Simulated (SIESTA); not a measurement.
Troubleshooting SIESTA: a failed run on Cs₂NaCrCl₆ (Fm-3m, 10 atoms in the cell). The aim is a self-consistent single point with DFT, GGA PBEsol, numerical atomic orbitals DZP, PseudoDojo PBEsol standard norm-conserving potentials (rewritten from UPF to PSML).

Cell that was meant: a = 7.4912 Å, b = 7.4912 Å, c = 7.4912 Å, α = 60.00°, β = 60.00°, γ = 60.00°.

Part of the input:

```
# files in the folder: Cs.psml Na.psml Cr.psml Cl.psml (PseudoDojo PBEsol standard)
SystemName  Cs2NaCrCl7
SystemLabel Cs2NaCrCl6

NumberOfAtoms                11
NumberOfSpecies              4
%block ChemicalSpeciesLabel
  1 55 Cs
[...]
     0.227770000    0.772230000    0.227770000  4
     0.772230000    0.227770000    0.772230000  4
     0.227770000    0.227770000    0.772230000  4
     0.772230000    0.772230000    0.227770000  4
     0.772230000    0.772230000    0.227770000  4
%endblock AtomicCoordinatesAndAtomicSpecies

[...]
  8 +0.00
  9 +0.00
  10 +0.00
  11 +0.00
%endblock DM.InitSpin

MaxSCFIterations             150
```

Output, abridged:

```
reinit: Reading from file input.fdf

reinit: System Name: Cs2NaCrCl7
reinit: System Label: Cs2NaCrCl6

NOTE on units for spin output:
{S} is the spin magnetic moment, in units of the Bohr magneton,
assuming a g-factor for the electron spin of exactly 2.
The spin magnetic moment is then numerically equal to the charge inbalance,
   [... lines left out ...]
diag: Used triangular part                          = Lower
diag: Absolute tolerance                            =  0.100E-15
diag: Orthogonalization factor                      =  0.100E-05
diag: Memory factor                                 =  1.0000

superc: Internal auxiliary supercell:     5 x     5 x     5  =     125
superc: Number of atoms, orbitals, and projectors:   1375  17125  23500

                        Single-point calculation

superc: Internal auxiliary supercell:     5 x     5 x     5  =     125
superc: Number of atoms, orbitals, and projectors:   1375  17125  23500

outcell: Unit cell vectors (Ang):
        0.000000    5.297056    5.297056
        5.297056    0.000000    5.297056
        5.297056    5.297056    0.000000

outcell: Cell vector modules (Ang)   :    7.491168    7.491168    7.491168
outcell: Cell angles (23,13,12) (deg):     60.0000     60.0000     60.0000
outcell: Cell volume (Ang**3)        :    297.2581
siesta: WARNING: Atoms    10    11 too close: rij =    0.000000 Ang
siesta: WARNING: Atoms    21    22 too close: rij =    0.000000 Ang
siesta: WARNING: Atoms    32    33 too close: rij =    0.000000 Ang
siesta: WARNING: Atoms    43    44 too close: rij =    0.000000 Ang
siesta: WARNING: Atoms    54    55 too close: rij =    0.000000 Ang
   [... 116 lines left out ...]
siesta: WARNING: Atoms  1341  1342 too close: rij =    0.000000 Ang
siesta: WARNING: Atoms  1352  1353 too close: rij =    0.000000 Ang
siesta: WARNING: Atoms  1363  1364 too close: rij =    0.000000 Ang
siesta: WARNING: Atoms  1374  1375 too close: rij =    0.000000 Ang
new_DM -- step:     1
Initializing Density Matrix...

Attempting to read DM from file... Failed...
DM filled with atomic data (user-defined):

InitMesh: MESH = 64 x 64 x 64 = 262144
InitMesh: Mesh cutoff (required, used) =   300.000   302.590 Ry
         126
cdiag: Error in Cholesky factorisation
cdiag: Error in Cholesky factorisation
Stopping Program from Node:    0
Stopping Program from Node:    0
```

From the messages shown, name the fault and mend the input.

The fault is one atom entered twice; here the program stops on it instead of giving results. To fix it, remove the duplicate atom. The program stopped with an error.

An input that runs soundly differs in these lines (not the only fix; some lines may just follow from the change or write a value another way):
```diff
-SystemName  Cs2NaCrCl7
+SystemName  Cs2NaCrCl6
-NumberOfAtoms                11
+NumberOfAtoms                10
-     0.772230000    0.772230000    0.227770000  4
-  11 +0.00
```

With that input, the run converged in 19 iterations: free energy E − TS -7616.2700 eV; top of the valence band (on the code's own zero) -6.73 eV; gap on the k-point mesh 1.46 eV; pressure -2.78 GPa; largest force (vector length) 0.387 eV/Å (DFT, GGA PBEsol, numerical atomic orbitals DZP, PseudoDojo PBEsol standard norm-conserving potentials (rewritten from UPF to PSML)).

On the sound input: the starting cell comes from a database of computed structures (which also holds hypothetical and non-ambient phases and stackings), without a prior relaxation at this level. Its lattice was rescaled by a random factor within 2.5 % of one. With one magnetic atom in the cell only a parallel order is possible. Values carry the incompleteness of an atom-centred basis. The basis of the alkali or alkaline-earth atoms may lack their empty d shell, which can raise the gap.
